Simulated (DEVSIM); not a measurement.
Structure: Ru/SiO2/n-Si capacitor, at 300 K.

Layer 1 from the left is SiO2, thickness (nm) 19.0. Layer 2 from the left is Si, thickness (nm) 13000, Nd (cm⁻³) 1.9e15.

Metal gate on the left, work function 4.7 eV. Fixed charge at the semiconductor interface 1.74e11 cm⁻² (in units of +e); no interface traps.

Constants are typed, rounded textbook-type inputs, not results; the design itself was drawn at random and stands for no fabricated device. Values at 300 K.

SiO2: gap (eV) 9, affinity (eV) 0.9, permittivity 3.9. Si: gap (eV) 1.124, affinity (eV) 4.05, permittivity 11.7, Nc (cm⁻³) 2.86e19, Nv (cm⁻³) 3.1e19.

Model (solved in DEVSIM): 1D Poisson equation in equilibrium, Boltzmann statistics, complete ionisation; no quantum confinement or tunnelling. Metal contacts follow the ideal Schottky-Mott rule: no Fermi-level pinning, no interface dipoles.

### Question
What does the simulation give for the threshold voltage (band bending 2φF), the minimum of the low-frequency capacitance?

### Answer
threshold voltage (band bending 2φF) -0.49 V; minimum of the low-frequency capacitance 0.0166 μF/cm².
